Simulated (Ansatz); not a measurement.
The starting structures come from a database of crystals and need not be the phases stable at ambient conditions.

Inside the gap of an insulator the Bloch states are evanescent, with a wavenumber k + iκ along the transport direction.

Here is the system:

```
CELL_PARAMETERS angstrom
      4.87850     0.00000     0.00000
      0.00000     5.45107     0.00000
      2.43925     0.00000     4.22490
ATOMIC_POSITIONS crystal
  Sr 0.00000 0.00000 0.00000
  As 0.33333 0.50000 0.33333
  As 0.66667 0.50000 0.66667
  O  0.38355 0.30940 0.00000
  O  0.61645 0.69060 0.00000
  O  0.61645 0.30940 0.38355
  O  0.38355 0.69060 0.61645
  O  0.00000 0.30940 0.61645
  O  0.00000 0.69060 0.38355
```

Space group of this cell: P-31m. The cell is taken as given.

Transport runs along the normal of the first two printed cell vectors, the (100) plane of the conventional cell.

No gap correction and no spin-orbit coupling; mid-gap values are interpolated between computed energies.

Q: Compute, with r2SCAN in Ansatz (a program for electronic structure), the band gap and the smallest decay constant κ at mid-gap.

A: Gap 4.37 eV on a 8×6×8 mesh; κ = 0.330 1/Å, at the zone centre.
